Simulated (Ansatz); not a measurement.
Worked example: self-consistent single point of KHgF3 (Cmm2, 5 atoms in the cell) in Ansatz (a first-principles code).

Method: LDA (PW92), default PAW files made with PBE (plane waves; Ansatz).

```yaml
crystal:
  lattice:
    - [3.19236, -3.19847, 0.00000]
    - [3.19236, 3.19847, 0.00000]
    - [0.00000, 0.00000, 4.51082]
  atoms:
    - { symbol: K, position: [0.00000, 0.00000, 0.51108] }
    - { symbol: Hg, position: [0.50000, 0.50000, 0.00000] }
    - { symbol: F, position: [0.00000, 0.50000, 0.00000] }
    - { symbol: F, position: [0.50000, 0.00000, 0.00000] }
    - { symbol: F, position: [0.50000, 0.50000, 0.50000] }
```

Reference input (self-consistent single point, DFT, LDA (PW92), plane waves, default PAW files made with PBE): basis.ecutwfc = 420 eV; kpoints.mp_grid.grid = 6 6 6; hamiltonian.xc = lda; hamiltonian.pseudopotentials = {kind: paw} (the program's default PAW files); scf.occupations.method = fixed. This run's input differs from it in these lines:

Ansatz 0.2 input:
```diff
@@ -15,3 +15,4 @@
   mp_grid:
-    grid: [6, 6, 6]
+    grid: [12, 12, 12]
+    shift: [0.5, 0.5, 0.5]
 hamiltonian:
```

The program printed (abridged):

```
SCF iter   1: F=—  HF=-17401.091933 eV  |F-HF|=—  |Δ(HF+E_count)|=         —  Δρ=1.76e-2  dr2=2.11e-1  ethr=1.77e-3  ⟨swp⟩=5.1  Hψ=26913  notcnv=0  defer=687
all-band conjugate gradients solve this SCF's bands
preconditioner: auto → Resta (q_TF=auto, 2.464 Å⁻¹)
SCF iter   2: F=—  HF=-17401.037871 eV  |F-HF|=—  |Δ(HF+E_count)|=   5.41e-2  Δρ=5.50e-3  dr2=1.10e-2  ethr=4.21e-4  ⟨swp⟩=2.2  Hψ=15116  notcnv=0  defer=728
   [... lines left out ...]
SCF iter   5: F=—  HF=-17401.034186 eV  |F-HF|=—  |Δ(HF+E_count)|=   2.93e-5  Δρ=1.00e-4  dr2=1.17e-5  ethr=4.18e-7  ⟨swp⟩=2.9  Hψ=12476  notcnv=0  defer=255
SCF iter   6: F=—  HF=-17401.034194 eV  |F-HF|=—  |Δ(HF+E_count)|=   7.98e-6  Δρ=8.03e-5  dr2=4.27e-6  ethr=2.35e-8  ⟨swp⟩=2.1  Hψ=12191  notcnv=0  defer=255
SCF iter   7: F=—  HF=-17401.034193 eV  |F-HF|=—  |Δ(HF+E_count)|=   8.49e-7  Δρ=2.56e-5  dr2=5.33e-7  ethr=8.55e-9  ⟨swp⟩=2.0  Hψ=12222  notcnv=0  defer=255
SCF iter   8: F=-17401.034193 eV  HF=-17401.034193 eV  |F-HF|=1.34e-8  |Δ(HF+E_count)|=   9.75e-8  Δρ=5.63e-6  dr2=4.89e-8  ethr=2.00e-10  ⟨swp⟩=9.2  Hψ=34100  notcnv=0
SCF 1 converged in 8 iterations: F = -17401.034193 eV  dr2 = 4.89e-8
Free energy (F): -17401.034193 eV
Internal energy: -17401.034193 eV  (E = F + TS)
E sigma→0 (E₀):  -17401.034193 eV
Fermi energy:    4.174766 eV
--- Forces (eV/Å), atoms counted from 1 ---
  atom   1  K      0.00000000     0.00000000     0.01410265
  atom   2  Hg     0.00000000     0.00000000     0.02991803
  atom   3  F     -0.00000000     0.00000000    -0.02616760
  atom   4  F     -0.00000000     0.00000000    -0.02616760
  atom   5  F      0.00000000     0.00000000     0.00830013
--- Stress (GPa, compression-positive) ---
       -3.245661       0.000000      -0.000000
        0.000000      -3.271352       0.000000
       -0.000000       0.000000      -3.158491
  P = ⅓ Tr σ = -3.2252 GPa (-32.252 kbar)
  The stress holds the Pulay correction. Without it, at fixed plane waves, as pw.x and ABINIT print it: P = -3.8120 GPa
```

The run converged in 8 iterations. Against the reference run the free energy is nearly the same (within 1 meV/atom), the pressure stays at -3.23 GPa, the largest force stays at 0.030 eV/Å and the gap on the mesh goes from 0.292 to 0.450 eV.

The starting cell comes from a database of computed structures (which also holds hypothetical and non-ambient phases and stackings), without a prior relaxation at this level. Its lattice was rescaled by up to half a per cent. One atom was moved a little off its site on purpose. Spin-orbit coupling is off. Ansatz's pressure includes its estimate of the finite-basis (Pulay) stress. Without the estimate this run gives -3.81 GPa. Another mesh or the band path of this cell gives a smaller gap, so this value is not converged in the mesh.

Cost on one core of a shared machine: roughly 50 s.
